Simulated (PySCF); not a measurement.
PySCF 2.14.0, unrestricted PBE0/def2-svp, df: [C]1=CC2C=CC1C2, charge 0, multiplicity 2, 14 atoms. The geometry is a generated start, not checked to be a minimum at this level.

| Quantity | Value |
|---|---|
| task | energy |
| method | pbe0 |
| basis | def2-svp |
| two-electron scheme | density fitting |
| mol.max_memory | 3000 MB |
| mf.max_cycle | 100 |
| mf.conv_tol | 1e-09 (default) |
| mf.grids.level | 3 (default) |
| basis functions | 133 |
| grid points | 167488 |

```xyz
14

C      1.1873    -0.8306     0.7772
C      1.5555    -0.3053    -0.3631
C      0.3511     0.5758    -0.7852
C     -0.7787    -0.3959    -1.0762
C     -1.1063    -0.9785     0.0691
C     -0.2069    -0.3939     1.1479
C     -0.0956     1.0523     0.6126
H      2.4433    -0.4175    -0.9492
H      0.5684     1.3245    -1.5411
H     -1.1755    -0.5680    -2.0583
H     -1.8302    -1.7482     0.2535
H     -0.5177    -0.5404     2.1769
H      0.6561     1.6466     1.1294
H     -1.0507     1.5791     0.6065
```

Charge 0 and multiplicity 2 are set for this test and not shown to be the ground state.

With the defaults (mf.DIIS = CDIIS, mf.diis = true, mf.init_guess = minao, mf.damp = 0, mf.diis_start_cycle = 1, mf.diis_space = 8, mf.level_shift = 0) it converges in 18 Fock builds. One run each on 2 threads, 1 BLAS thread, with these changes:
- mf.level_shift = 1 Hartree
- mf.init_guess = sap
- mf.diis = false
- mf.diis = false, mf.damp = 0.7, mf.diis_start_cycle = 999
- mf.DIIS = EDIIS
- mf.init_guess = huckel
- mf.diis_space = 3
- mf.DIIS = ADIIS
- mf.init_guess = 1e

Question: Which of these changes keep the SCF from converging, or lead it to another solution?

Answer: No convergence: mf.DIIS = EDIIS; mf.diis = false (the run ends without SCF convergence in 100 cycles). The rest reach the solution of the defaults.

```csv
setting,Fock builds,end
the defaults,18,same solution
mf.init_guess = huckel,19,same solution
mf.init_guess = sap,22,same solution
mf.init_guess = 1e,23,same solution
mf.DIIS = ADIIS,29,same solution
mf.diis_space = 3,30,same solution
mf.level_shift = 1 Hartree,44,same solution
"mf.diis = false, mf.damp = 0.7, mf.diis_start_cycle = 999",70,same solution
mf.DIIS = EDIIS,101,no convergence
mf.diis = false,101,no convergence
```
